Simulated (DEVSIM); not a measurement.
Device: Cr/SiO2/n-Si capacitor, at 250 K.

```csv
layer (left to right),material,thickness (nm),Nd (cm⁻³)
1,SiO2,1.90,-
2,Si,420,1.9e18
```

Metal gate on the left, work function 4.5 eV. Fixed charge at the semiconductor interface 2.7e10 cm⁻² (in units of +e); no interface traps.

Constants are typed, rounded textbook-type inputs, not results; the design itself was drawn at random and stands for no fabricated device. Values at 300 K; Nc and Nv go as T^1.5, mobilities as T to minus their exponent, the gap by Varshni's rule with the affinity fixed.

```
parameter         SiO2        Si
----------------  ----  --------
gap (eV)             9     1.124
affinity (eV)      0.9      4.05
permittivity       3.9      11.7
Nc (cm⁻³)            -   2.86e19
Nv (cm⁻³)            -    3.1e19
Varshni α (eV/K)     -  0.000473
Varshni β (K)        -       636
```

DEVSIM, 1D Poisson equation in equilibrium, Boltzmann statistics, complete ionisation; no quantum confinement or tunnelling. Metal contacts follow the ideal Schottky-Mott rule: no Fermi-level pinning, no interface dipoles.

The substrate doping was swept, all else fixed.

```csv
substrate doping (cm^-3),flat-band voltage (V),minimum of the low-frequency capacitance (μF/cm²),threshold voltage (band bending 2φF) (V)
9.5e16,0.33,0.0987,-0.66
1.9e17,0.35,0.131,-0.72
3.8e17,0.36,0.177,-0.79
9.5e17,0.38,0.260,-0.93
1.9e18,0.40,0.346,-1.08
3.8e18,0.41,0.447,-1.28
```

From the first row to the last the flat-band voltage goes from 0.33 to 0.41. From the first row to the last the minimum of the low-frequency capacitance goes from 0.0987 to 0.447.
